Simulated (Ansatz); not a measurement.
We consider Zr7N4O8 (P-1, No. 2, 19 atoms in the cell; start mp-35527), described by HSE06 (plane waves, PAW; Ansatz, an electronic-structure program).

Run with plane-wave cutoff 460 eV, 4×4×4 k mesh, Fermi–Dirac smearing 0.01 eV, scalar-relativistic PAW data made under PBE.

Cell (relaxed with PBEsol):

```
Zr7N4O8
1.0
    6.12844    -0.00648     0.00243
   -0.98826     6.10893     0.00389
   -1.08942    -1.34614     6.14021
Zr N O
7 4 8
Cartesian
  0.92239  -0.05491   3.80320
  3.12838   4.81123   2.34333
  0.00000   0.00000   0.00000
  4.04185   1.43262   4.16547
  0.00892   3.32369   1.98106
  3.24676   1.78799   0.82297
  0.80401   2.96832   5.32357
  4.88776  -0.46977   4.19266
 -0.83700   5.22609   1.95387
  2.17088   1.37891   5.02783
  1.87989   3.37741   1.11871
  0.87216  -0.79734   5.83561
  3.17861   5.55366   0.31092
  2.91736   0.48315   2.50877
  1.13340   4.27317   3.63776
  5.34894   1.85409   0.66128
 -1.29818   2.90222   5.48525
  0.07503   1.85380   3.50936
  3.97573   2.90251   2.63718
```

Problem. Predict the band gap, smallest direct gap on the k points sampled and direct gap at Γ.

Solution. 
* **band gap**: 3.92 eV (on the SCF k mesh)
* **smallest direct gap on the k points sampled**: 4.20 eV
* **direct gap at Γ**: 4.21 eV

Note: cell and atoms aren't relaxed at this level (pressure 1.2 GPa).

Spin–orbit coupling is not included.

Computed values are for the static lattice.

A start named mp-… is a Materials Project structure, which need not be a measured phase.
